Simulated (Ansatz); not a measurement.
Levels about the gap of amorphous Si$_{30}$N$_{40}$ (70 atoms in a cell of 845 Å³, 2.76 g/cm³; zone centre alone, so wide bands show as single levels with stretches between that a denser mesh fills), at the geometry that PBE relaxed, where it gives -5.1 GPa on a denser mesh. The participation number counts the atoms over which a state spreads; weights are charges in smoothed Voronoi cells. The levels come from a single point, so bond lengths are those of that geometry. Method of the levels: r2SCAN, scalar-relativistic without spin-orbit coupling (Ansatz, a quantum-chemistry and plane-wave program). Sampling: the zone centre alone; Fermi-Dirac width 0.01 eV; collinear spin, started from moments on atoms (the moments died out). At PBE the levels at the filled edge of the gap are localised (band-tail or defect states), and the nearest spread-out levels lie 2.7 eV apart at the zone centre.

The cell was made by melting and quenching with the CHGNet potential and then relaxed with DFT. N atoms were pushed apart under 1.9 Å during the dynamics, to hinder bonds among them. The hot cell started wider than the set density and was brought back towards it in steps. It is the lowest in DFT energy of 2 quenches. It is a model cell: composition and starting density were chosen by hand, and all elements were melted together. No dispersion term was used. Its density started from a set value of 2.76 and ended at 2.76 g/cm³. The simulated quench (nominally 150 K/ps over its main leg) is rapid and tends to freeze in more defects than a deposited or slowly cooled glass has. A cell of this size samples the disorder only roughly. The volume was held where the preparation left it and the shape relaxed, at a PBE pressure of -5.1 GPa (tension). Stress components on the final sampling reach 5.1 GPa.

| E - E(highest filled), eV | filling | spin | participation number | largest on | weight N | weight Si |
|---|---|---|---|---|---|---|
| -0.41 | filled | up | 18.3 | N, 3 neighbours | 0.90 | 0.10 |
| -0.30 | filled | dn | 10.1 | N, 3 neighbours | 0.90 | 0.10 |
| -0.30 | filled | up | 10.1 | N, 3 neighbours | 0.90 | 0.10 |
| -0.17 | filled | dn | 3.8 | N, 3 neighbours | 0.90 | 0.10 |
| -0.17 | filled | up | 3.8 | N, 3 neighbours | 0.90 | 0.10 |
| 0.00 | filled | dn | 2.9 | N, 2 neighbours | 0.88 | 0.12 |
| 0.00 | filled | up | 2.9 | N, 2 neighbours | 0.88 | 0.12 |
| 2.72 | empty | up | 33.1 | Si, 4 neighbours | 0.49 | 0.51 |
| 2.72 | empty | dn | 33.1 | Si, 4 neighbours | 0.49 | 0.51 |
| 3.44 | empty | dn | 16.8 | Si, 4 neighbours | 0.45 | 0.55 |
| 3.44 | empty | up | 16.8 | Si, 4 neighbours | 0.45 | 0.55 |
| 3.70 | empty | dn | 21.7 | Si, 4 neighbours | 0.46 | 0.54 |
| 3.70 | empty | up | 21.7 | Si, 4 neighbours | 0.46 | 0.54 |
| 3.81 | empty | up | 26.9 | Si, 4 neighbours | 0.44 | 0.56 |

Most localised among these is the filled level at +0.00 eV, on a N atom, which has 2 neighbours (Si 1.64 Å, Si 1.67 Å).
